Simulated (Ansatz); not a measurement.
Reference: PtPb (P6_3/mmc), PBEsol, DFPT electron-phonon coupling, linearised Boltzmann equation (plane waves, PAW, scalar-relativistic; Ansatz, a program for electronic structure); geometry: relaxed with this functional, without spin-orbit coupling.

```
PbPt
1.0
    4.29395     0.00000     0.00000
   -2.14697     3.71867     0.00000
    0.00000     0.00000     5.47910
Pt Pb
2 2
Cartesian
  0.00000   0.00000   2.73955
  0.00000   0.00000   0.00000
  0.00000   2.47911   1.36977
  2.14697   1.23956   4.10932
```

The resistivity at 300 K is 17.5 μΩ·cm. The mean free path at 300 K comes out as 7.3 nm.

Swap Pb for Sn, keeping the structure type. How do these values move?

PtSn (P6_3/mmc): volume per atom 21.9 to 20.0 Å³; resistivity at 300 K falls (17.5 μΩ·cm to 8.9 μΩ·cm); mean free path at 300 K rises (7.3 nm to 14.1 nm).

Swap Pb for Sb, keeping the structure type. How do these values move?

PtSb (P6_3/mmc): volume per atom 21.9 to 20.6 Å³; resistivity at 300 K stays about the same (17.5 μΩ·cm to 17.0 μΩ·cm); mean free path at 300 K stays about the same (7.3 nm to 6.8 nm).

Replace Pb by Bi on the same sites and relax. What happens?

PtBi (P6_3/mmc): volume per atom 21.9 to 22.6 Å³; resistivity at 300 K falls (17.5 μΩ·cm to 11.4 μΩ·cm); mean free path at 300 K rises (7.3 nm to 9.4 nm).

Moves up to 14 % count as about the same. Metals; harmonic phonons alone scatter; means over directions. The mean free path is weighted by the current that each state carries. Halving the electron mesh moves these values by up to 10 %; q meshes are mostly untested. Some of the runs warned that the eigensolver left states short of its tolerance. Spin-orbit coupling is left out.

Formula and space group known from diffraction (Crystallography Open Database), not checked to be the room-temperature form: PtBi (P6_3/mmc), PtPb (P6_3/mmc), PtSb (P6_3/mmc), PtSn (P6_3/mmc). The missing spin-orbit coupling matters most for PtBi (P6_3/mmc), PtPb (P6_3/mmc), PtSb (P6_3/mmc), PtSn (P6_3/mmc).
